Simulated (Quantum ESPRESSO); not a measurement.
Worked example: self-consistent single point of CoO (R3m, 4 atoms in the cell) in Quantum ESPRESSO.

Method of the run: LDA (PZ), GBRV 1.5 ultrasoft (LDA) pseudopotentials (plane waves; Quantum ESPRESSO).

The change in words: lattice scaled by 0.98. Reference geometry:
```
CoO
1.0
    1.62689    -0.93929     5.21199
    0.00000     1.87858     5.21199
   -1.62689    -0.93929     5.21199
Co O
2 2
Direct
  0.99949   0.99949   0.99949
  0.49950   0.49950   0.49950
  0.37550   0.37550   0.37550
  0.87553   0.87553   0.87553
```
Moments meant for the start (each program seeds them in its own way; μB, in the order of the atoms Co Co O O): 3.0 3.0 0.0 0.0.

Reference input (self-consistent single point, DFT, LDA (PZ), plane waves, GBRV 1.5 ultrasoft (LDA) pseudopotentials): ecutwfc = 50 Ry; ecutrho = 400 Ry; occupations = smearing; smearing = fermi-dirac; degauss = 0.0036749 Ry; nspin = 2; potentials = {Co: co_lda_v1.2.uspp.F.UPF, O: o_lda_v1.2.uspp.F.UPF}; K_POINTS = automatic 8 8 8 0 0 0; conv_thr = 1e-09 Ry; mixing_beta = 0.5. This run's input differs from it in these lines:

```diff
@@ -11,4 +11,4 @@
     ibrav = 5
-    celldm(1) = 10.46947246
-    celldm(4) = 0.8275367218
+    celldm(1) = 10.26008266
+    celldm(4) = 0.8275367070
     nat = 4
@@ -31,6 +31,6 @@
 ATOMIC_POSITIONS {angstrom}
-Co    0.00000000    0.00000000   15.62799565
-Co    0.00000000    0.00000000    7.81012011
-O     0.00000000    0.00000000    5.87125983
-O     0.00000000    0.00000000   13.68976081
+Co    0.00000000    0.00000000   15.31543514
+Co    0.00000000    0.00000000    7.65391740
+O     0.00000000    0.00000000    5.75383441
+O     0.00000000    0.00000000   13.41596507
 K_POINTS {automatic}
```

The program printed (abridged):

```
     Self-consistent Calculation

     iteration #  1     ecut=    50.00 Ry     beta= 0.50

---- Real-time Memory Report at c_bands before calling an iterative solver
           203 MiB given to the printing process from OS
           171 MiB allocation reported by mallinfo(arena+hblkhd)
------------------

     total energy              =    -653.04655250 Ry
     estimated scf accuracy    <      15.27096020 Ry

     total magnetization       =     5.72 Bohr mag/cell
     absolute magnetization    =     5.91 Bohr mag/cell

     iteration #  2     ecut=    50.00 Ry     beta= 0.50

   [... lines left out ...]
     absolute magnetization    =     5.54 Bohr mag/cell

     iteration # 17     ecut=    50.00 Ry     beta= 0.50

---- Real-time Memory Report at c_bands before calling an iterative solver
           332 MiB given to the printing process from OS
           202 MiB allocation reported by mallinfo(arena+hblkhd)
------------------

     Magnetic moment per site  (integrated on atomic sphere of radius R)
     atom   1 (R=0.144)  charge= 14.0819  magn=  2.2122
     atom   2 (R=0.144)  charge= 14.0819  magn=  2.2121
     atom   3 (R=0.144)  charge=  5.2115  magn=  0.3225
     atom   4 (R=0.144)  charge=  5.2116  magn=  0.3225
     End of self-consistent calculation

     the Fermi energy is    10.8078 ev

!    total energy              =    -661.13997076 Ry
     estimated scf accuracy    <          8.5E-10 Ry
     smearing contrib. (-TS)   =      -0.00347456 Ry
     internal energy E=F+TS    =    -661.13649620 Ry

     total magnetization       =     5.52 Bohr mag/cell
     absolute magnetization    =     5.54 Bohr mag/cell

     convergence has been achieved in  17 iterations

     Forces acting on atoms (cartesian axes, Ry/au):

     atom    1 type  1   force =     0.00000000    0.00000000    0.00934323
     atom    2 type  1   force =     0.00000000    0.00000000    0.00918512
     atom    3 type  2   force =     0.00000000    0.00000000   -0.00912429
     atom    4 type  2   force =     0.00000000   -0.00000000   -0.00940406

     Total force =     0.018530     Total SCF correction =     0.000051

          total   stress  (Ry/bohr**3)                   (kbar)     P=     -129.41
  -0.00099249   0.00000000   0.00000000         -146.00        0.00        0.00
  -0.00000000  -0.00099249  -0.00000000           -0.00     -146.00       -0.00
   0.00000000  -0.00000000  -0.00065419            0.00       -0.00      -96.23

   JOB DONE.
```

The run converged in 17 iterations. Against the reference run the free energy goes down by 67.8 meV/atom, the pressure goes from -18.89 to -12.94 GPa, the largest force goes from 0.166 to 0.242 eV/Å and the size of the net moment goes from 1.46 to 1.38 μB/atom.

The starting cell comes from a database of computed structures (which also holds hypothetical and non-ambient phases and stackings), without a prior relaxation at this level. Its lattice was rescaled by a random factor within 2.5 % of one. For this run, on top of that: lattice scaled by 0.98. The magnetic order is the one reached from the typed start; others were not searched systematically. With a pressure of about -13 GPa the cell is away from its equilibrium volume at this level.

Cost on one core of a shared machine: roughly 3 min.
